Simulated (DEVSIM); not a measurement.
**Si n-i-p diode**

System: Si n-i-p diode, at 400 K.

```csv
layer (left to right),material,thickness (μm),Nd (cm⁻³),Na (cm⁻³),τn (s),τp (s)
1,Si,0.660,6e18,-,1.2e-6,1.2e-6
2,Si,0.820,-,2.3e12,3.6e-7,1.2e-6
3,Si,3.30,-,1e17,1.2e-6,1.2e-6
```

Left contact: ohmic. Right contact: ohmic. Voltage is applied to the left contact. Recombination: SRH at mid-gap, radiative, Auger. Mobility is constant in doping.

The device is made up for the run: typed textbook-type constants, with dimensions and the other settings drawn at random. Values at 300 K; Nc and Nv go as T^1.5, mobilities as T to minus their exponent, the gap by Varshni's rule with the affinity fixed.

| parameter | Si |
|---|---|
| gap (eV) | 1.124 |
| affinity (eV) | 4.05 |
| permittivity | 11.7 |
| Nc (cm⁻³) | 2.86e19 |
| Nv (cm⁻³) | 3.1e19 |
| μn (cm²/Vs) | 1417 |
| μp (cm²/Vs) | 470 |
| T exponent of μn | 2.3 |
| T exponent of μp | 2.2 |
| B (cm³/s) | 4.7e-15 |
| Cn (cm⁶/s) | 2.8e-31 |
| Cp (cm⁶/s) | 9.9e-32 |
| Varshni α (eV/K) | 0.000473 |
| Varshni β (K) | 636 |

Model (solved in DEVSIM): 1D drift-diffusion, Boltzmann statistics, complete ionisation; no tunnelling, impact ionisation, image-force lowering or self-heating.

```json
{
  "potential_step_across_the_device_at_zero_bias": "0.815 V",
  "Dark forward voltage at 1 A/cm²": "0.427 V",
  "Dark forward voltage at 100 A/cm²": "0.590 V"
}
```

Dark forward current:

(V (V), J (A/cm²)): (-0.05, -2.9e-5); (-0.10, -0.00012); (-0.15, -0.00046); (-0.20, -0.0017); (-0.25, -0.0067); (-0.30, -0.027); (-0.35, -0.11); (-0.40, -0.46); (-0.45, -1.9); (-0.50, -8.0); (-0.55, -33); (-0.60, -130); (-0.65, -470); (-0.70, -1400); (-0.75, -3700)

Dark reverse current:

| V (V) | J (A/cm²) |
|---|---|
| 0.10 | 1.5e-5 |
| 0.25 | 2.2e-5 |
| 0.50 | 2.9e-5 |
| 0.75 | 3.2e-5 |
| 1.00 | 3.5e-5 |
| 1.50 | 3.9e-5 |
| 2.00 | 4.1e-5 |
| 2.50 | 4.3e-5 |
| 3.25 | 4.5e-5 |
| 4.00 | 4.6e-5 |
| 5.00 | 4.8e-5 |
